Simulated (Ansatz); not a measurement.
**SnSb in the CsCl type structure (space group Pm-3m, No. 221; a cell from a computed database, its experimental status unchecked)**

```
CELL_PARAMETERS angstrom
      3.74061     0.00000     0.00000
      0.00000     3.74061     0.00000
      0.00000     0.00000     3.74061
ATOMIC_POSITIONS crystal
  Sn 0.50000 0.50000 0.50000
  Sb 0.00000 0.00000 0.00000
```

Computed with plane-wave PAW DFT at the PBEsol level (Ansatz, a program for electronic structure, 420 eV), scalar-relativistic without spin-orbit coupling. Γ-centred 12×12×12 mesh, Fermi–Dirac width 0.05 eV.

| Quantity | Result |
|---|---|
| Volume per atom | 26.17 Å³ |
| Density | 7.63 g/cm³ |
| Band gap | zero |
| Total energy | -6178.856 eV/atom (σ→0; compares only within this code and set-up) |

Whether these cells are dynamically stable was not tested. The final runs are not spin-polarised. An odd electron count without spin: SnSb.
